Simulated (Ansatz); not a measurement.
The reference is Si in the diamond structure (space group Fd-3m, No. 227; a = 5.4441 Å).

Perturbation: a hydrostatic pressure of 10 GPa.

Levels (all Ansatz, a quantum-chemistry and plane-wave program, PAW, earlier PAW set): r2SCAN (500 eV, spin-orbit coupling left out); HSE06+SOC (420 eV, with spin-orbit coupling).

The geometry is relaxed with r2SCAN.

```
Property                                    Value
----------------------------  -------------------
r2SCAN band gap                           0.61 eV
r2SCAN valence-band top at Γ  0.00, 0.00, 0.00 eV
```

Problem. Predict the band gap and valence-band top at Γ from HSE06+SOC.

Solution. The band gap grows by 0.345 eV, from 0.61 eV to 0.95 eV; the valence-band top at Γ (three highest Kramers pairs, from the VBM) changes from 0.00, 0.00, 0.00 eV to 0.00, 0.00, -0.05 eV. The threefold valence maximum splits by Δso ≈ 0.05 eV.

Single points use the geometry relaxed with r2SCAN. Their cutoffs differ, which shifts pressures a little. HSE06 gaps are upper bounds (no full band path). The spin-orbit shifts are approximate. Load acts through the strain it causes; cell and atoms are relaxed under it. Stability against distortions was not tested. Tetrahedral semiconductors of this kind turn to denser phases somewhere between about 1 and 50 GPa; those were not computed, so compressed cells here can lie past the real transition.
